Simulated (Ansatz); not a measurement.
Density of states of LaAg (Pm-3m) near the Fermi level, PBEsol, rigid bands in Ansatz (a program for electronic structure).

```
E − E_F (eV) | states/eV/cell
    -1.92 |  0.08
    -1.82 |  0.11
    -1.72 | # 0.20
    -1.62 | # 0.28
    -1.52 | # 0.35
    -1.42 | # 0.43
    -1.32 | # 0.51
    -1.22 | ## 0.60
    -1.12 | ## 0.70
    -1.02 | ## 0.80
    -0.92 | ## 0.93
    -0.82 | ### 1.08
    -0.72 | ### 1.31
    -0.62 | #### 1.64
    -0.52 | ##### 1.81
    -0.42 | ###### 2.10
    -0.32 | ###### 2.21
    -0.22 | ##### 1.73
    -0.12 | ##### 1.74
    -0.02 | ##### 1.96
     0.08 | ###### 2.32
     0.18 | ######## 3.05
     0.28 | ####### 2.49
     0.38 | ####### 2.74
     0.48 | ####### 2.53
     0.58 | ##### 2.05
     0.68 | ##### 1.78
     0.78 | ##### 1.77
     0.88 | ###### 2.27
     0.98 | ######### 3.23
     1.08 | ########## 3.71
     1.18 | ############ 4.40
     1.28 | ############## 5.41
     1.38 | ################ 6.19
     1.48 | ############################## 11.3
```

### Question
With 2 atoms a cell, what bare Sommerfeld coefficient γ = (π²/3) k_B² N(E_F) follows?

### Answer
N(E_F) ≈ 2.0 states/eV a cell at 300 K, so γ ≈ 2.4 mJ/(mol of atoms·K²), before electron-phonon enhancement.

### Question
How far does the Fermi level move in a rigid band for 0.1 electron a cell added or removed?

### Answer
47 meV and -51 meV.

A metal at this level (no band gap); rigid bands, thermally averaged at 300 K, both spins. Spin-orbit coupling is left out. Geometry: cell and atoms relaxed with PBEsol.

Formula and space group known from diffraction (Crystallography Open Database), not checked to be the room-temperature form: LaAg (Pm-3m).
